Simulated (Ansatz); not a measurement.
Ansatz (a first-principles code) run on HgS (P6_3mc, 4 atoms in the cell): self-consistent single point

Method of the run: LDA (PW92), default PAW files made with PBE (plane waves; Ansatz).

Input as run:

Ansatz 0.2 input:
```yaml
crystal:
  lattice:
    - [4.21734200, 0.00000000, 0.00000000]
    - [-2.10867100, 3.65232500, 0.00000000]
    - [0.00000000, 0.00000000, 6.90460100]
  atoms:
    - { symbol: Hg, position: [0.66666700, 0.33333300, 0.50012000] }
    - { symbol: Hg, position: [0.33333300, 0.66666700, 0.00012000] }
    - { symbol: S, position: [0.66666700, 0.33333300, 0.87488000] }
    - { symbol: S, position: [0.33333300, 0.66666700, 0.37488000] }
basis:
  ecutwfc: 420.0 eV
kpoints:
  mp_grid: { grid: [9, 9, 5] }
hamiltonian:
  xc: lda
  pseudopotentials: { kind: paw }
scf:
  occupations: { method: gaussian, width: 0.1 eV }
output:
  forces: true
  eigenvalues: true
  stress: true
```

Output, abridged:

```
WARN the atoms were moved onto the symmetric positions of the space group found under crystal.symmetry.tolerance 1.0e-5 (fractional …
WARN ansatz: RAYON_NUM_THREADS=1 ignored (pool sized by the plan → 1); use --threads N
Pseudopotentials: kind: paw
Pseudopotential: Hg, paw, valence charge 20
Pseudopotential: S, paw, valence charge 6
Crystal: 4 atoms, lattice volume = 106.352 Å³
Basis set: ecut = 420 eV, 2069 PW (Γ)
Bands: 32, of which v1, the nominal top of the filled ones, is band 26 counted from 1 (25 counted from 0)
Symmetry: 12 space group operations
Space group: P63mc (ITA 186), of the structure as read, at distance tolerance 4.7e-5 Å
k-points: 36 of 405 (time reversal used)
PAW frozen core: Hg, regenerated for the run's functional, and the local potential with it
PAW frozen core: S, regenerated for the run's functional, and the local potential with it
Initial density: superposition of atomic densities (neutral atoms: chi_scale 0, normalization atom), corrected by the library's trained network
Initial wavefunctions: pseudopotential atomic-orbital guess
Eigensolver: davidson
Functional: x = slater, c = lda
SCF iter   1: F=—  HF=-28784.492617 eV  |F-HF|=—  |Δ(HF+E_count)|=         —  Δρ=6.44e-3  dr2=5.39e-2  ethr=1.77e-3  ⟨swp⟩=5.5  Hψ=4474  notcnv=0
all-band conjugate gradients solve this SCF's bands
preconditioner: auto → Resta (q_TF=auto, 2.422 Å⁻¹)
SCF iter   2: F=—  HF=-28784.480409 eV  |F-HF|=—  |Δ(HF+E_count)|=   1.22e-2  Δρ=3.20e-3  dr2=1.22e-2  ethr=1.04e-4  ⟨swp⟩=1.5  Hψ=1764  notcnv=0
SCF iter   3: F=—  HF=-28784.476845 eV  |F-HF|=—  |Δ(HF+E_count)|=   3.56e-3  Δρ=5.92e-4  dr2=4.51e-4  ethr=2.34e-5  ⟨swp⟩=2.0  Hψ=1308  notcnv=0
SCF iter   4: F=—  HF=-28784.476843 eV  |F-HF|=—  |Δ(HF+E_count)|=   1.18e-6  Δρ=1.28e-4  dr2=2.99e-5  ethr=8.68e-7  ⟨swp⟩=2.7  Hψ=1740  notcnv=0
SCF iter   5: F=—  HF=-28784.476875 eV  |F-HF|=—  |Δ(HF+E_count)|=   3.12e-5  Δρ=4.08e-5  dr2=2.96e-6  ethr=5.75e-8  ⟨swp⟩=2.0  Hψ=1417  notcnv=0
SCF iter   6: F=—  HF=-28784.476876 eV  |F-HF|=—  |Δ(HF+E_count)|=   1.20e-6  Δρ=1.41e-5  dr2=2.15e-7  ethr=5.68e-9  ⟨swp⟩=2.0  Hψ=1566  notcnv=0
SCF iter   7: F=-28784.476876 eV  HF=-28784.476876 eV  |F-HF|=9.23e-9  |Δ(HF+E_count)|=   4.38e-8  Δρ=4.52e-6  dr2=2.43e-8  ethr=1.92e-10  ⟨swp⟩=8.6  Hψ=5252  notcnv=0
SCF 1 converged in 7 iterations: F = -28784.476876 eV  dr2 = 2.43e-8
SCF converged after 7 iterations
Free energy (F): -28784.476876 eV
Harris-Foulkes:  -28784.476876 eV  (|F-HF|=9.23e-9)
Internal energy: -28784.476333 eV  (E = F + TS)
E sigma→0 (E₀):  -28784.476605 eV
Entropy (-TS):   -0.000542 eV (-0.136 meV/atom)
Fermi energy:    7.125303 eV
--- Per-component energies (eV) ---
  E_band       = -1040.957937
  E_kinetic    = 1416.059081
  E_local      = -7055.027509  (includes V_loc(G=0)·N_el)
  E_nonlocal   = 221.196082
  E_hartree    = 2987.418818
  E_xc         = -626.799907
  E_vxc        = -694.805326  (∫ρ·V_xc dr)
  E_paw        = -20446.943578  (= ΣΔE_a)
  E_vpaw       = -903.228419  (= ΣTr[D̂ρ^β])
  E_aug_tail   = 0.001691  (compensation charges beyond the density's cutoff)
  E_ewald      = -5281.839592
  E_core_change = 1.458581  (= ΣΔE_core)
  E_smearing   = -0.000542  (= −TS)
  E_closure    = -0.000000  (closes the sum)
  Σ components = -28784.476876   (vs F -28784.476876, Δ=0.00e0)
--- Forces (eV/Å), atoms counted from 1 ---
  atom   1  Hg     0.00000000    -0.00000000    -0.02417231
  atom   2  Hg     0.00000000     0.00000000    -0.02417231
  atom   3  S     -0.00000000    -0.00000000     0.02417304
  atom   4  S      0.00000000     0.00000000     0.02417304
  max |Σ_I F_I| component: 1.46e-6 eV/Å
--- Stress (GPa, compression-positive) ---
       -4.387498       0.000000       0.000000
        0.000000      -4.387498      -0.000000
        0.000000      -0.000000      -4.450297
  P = ⅓ Tr σ = -4.4084 GPa (-44.084 kbar)
  The stress holds the Pulay correction. Without it, at fixed plane waves, as pw.x and ABINIT print it: P = -4.4298 GPa
--- Band table (eV; the first three rows and the last of 36) ---
  k-point 0: bands = ["-107.1392", "-107.1392", "-55.4534", "-55.4534", "-55.4533", "-55.4533", "-55.4529", "-55.4523", "-5.7531", "-5.2527", "0.3289", "0.3484", "0.3484", "0.4831", "0.4831", "1.0522", "1.0522", "1.1961", "1.1961", "1.4746", [...]
  k-point 1: bands = ["-107.1392", "-107.1392", "-55.4534", "-55.4534", "-55.4533", "-55.4533", "-55.4529", "-55.4524", "-5.7066", "-5.3014", "0.3370", "0.3577", "0.3577", "0.4663", "0.4663", "0.9820", "1.0691", "1.0691", "1.1858", "1.1858", [...]
  k-point 2: bands = ["-107.1392", "-107.1392", "-55.4534", "-55.4534", "-55.4534", "-55.4534", "-55.4527", "-55.4525", "-5.5834", "-5.4284", "0.3854", "0.3854", "0.3949", "0.4267", "0.4267", "0.5837", "1.1102", "1.1102", "1.1550", "1.1550", [...]
  k-point 35: bands = ["-107.1392", "-107.1392", "-55.4538", "-55.4538", "-55.4537", "-55.4537", "-55.4526", "-55.4526", "-5.1249", "-5.1249", "0.5766", "0.6084", "0.6084", "0.7219", "0.9651", "0.9651", "1.0716", "1.0765", "1.6359", "1.6359", [...]
```

The run converged in 7 iterations.

The starting cell comes from a database of computed structures (which also holds hypothetical and non-ambient phases and stackings), without a prior relaxation at this level. Its lattice was rescaled by up to half a per cent. Spin-orbit coupling is off. With a pressure of about -4 GPa the cell is away from its equilibrium volume at this level. Ansatz's pressure includes its estimate of the finite-basis (Pulay) stress. The run gives no clean gap (levels at the Fermi energy touch, overlap or are partly filled at this smearing), which alone does not show that the compound is a metal.
